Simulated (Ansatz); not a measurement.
## A computed series for Y: response to strain

Start from Y in the hcp (Mg type) structure (space group P6_3/mmc, No. 194; a = 3.652 Å, c = 5.703 Å; relaxed with 0.1 eV smearing). Axes: x lies along a and z along c of the hexagonal cell.

Strains are applied to the cell and any free atomic positions relax.

Level of theory: PBE (Ansatz, a program for electronic structure; PAW; 420 eV plane waves; no spin-orbit coupling).

Notes on the quantities. energy relative to the base: free energy F.

```csv
uniaxial strain ε_zz (%),energy relative to the base (meV/atom)
0,0.0
0.5,0.2
1,?
1.5,1.8
2,3.1
2.5,4.8
3,6.9
```

Question: Fit ΔE = Aε² + Bε³ (ε in %) to the rows shown and predict the withheld row.

Answer: Least squares on the printed values gives A = 0.803 and B = -0.013 meV/atom (largest residual 0.0 meV/atom); this predicts 0.8 meV/atom, and the run gives 0.8 meV/atom, in agreement.

Stability against distortions was not tested. The final runs are not spin-polarised.
